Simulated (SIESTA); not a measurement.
Band structure of Co (P6_3/mmc, 2 atoms in the cell).

```
Co
1.0
    2.45049     0.00000     0.00000
   -1.22525     2.12219     0.00000
    0.00000     0.00000     3.98616
Co
2
Cartesian
  0.00000   1.41479   0.99654
  1.22525   0.70740   2.98962
```
Moments meant for the start (each program seeds them in its own way; μB, in the order of the atoms Co Co): 3.0 3.0.

Method of the run: SIESTA with GGA PBE, numerical atomic orbitals TZP, PseudoDojo PBE standard norm-conserving potentials (rewritten from UPF to PSML).

Settings: XC.functional = GGA; XC.authors = PBE; potentials = PseudoDojo PBE standard; PAO.BasisSize = TZP; PAO.EnergyShift = 0.01 Ry; MeshCutoff = 400 Ry; kgrid.MonkhorstPack = 12 12 7; OccupationFunction = MP; OccupationMPOrder = 0; ElectronicTemperature = 0.05 eV; Spin = polarized; DM.InitSpin = [1 +3.00, 2 +3.00]; MaxSCFIterations = 150; SCF.Mixer.Method = Pulay.

The starting cell comes from a database of computed structures (which also holds hypothetical and non-ambient phases and stackings), without a prior relaxation at this level. Its lattice was rescaled by a random factor within 2.5 % of one. The magnetic order is the one reached from the typed start; others were not searched systematically. Values carry the incompleteness of an atom-centred basis.

Levels in eV from the Fermi level, bands 15 to 20 of the first spin channel:
| point | 15 | 16 | 17 | 18 | 19 | 20 |
|---|---|---|---|---|---|---|
| Γ | -2.39 | -1.98 | -1.98 | -0.79 | -0.79 | -0.32 |
| M | -2.31 | -0.64 | -0.57 | -0.49 | 1.38 | 3.52 |
| K | -2.02 | -0.93 | -0.93 | -0.82 | 4.69 | 5.74 |
| A | -2.79 | -2.79 | -1.14 | -1.14 | -1.14 | -1.14 |
| L | -1.08 | -1.08 | -0.55 | -0.55 | 1.59 | 1.59 |
| H | -1.95 | -1.95 | -0.74 | -0.74 | 5.96 | 5.96 |

Bands cross the Fermi level along this path, so the cell is metallic at this level.

Higher empty bands are left out: an atom-centred basis made for the valence describes them poorly.

The net moment of the cell came out as 3.20 μB.
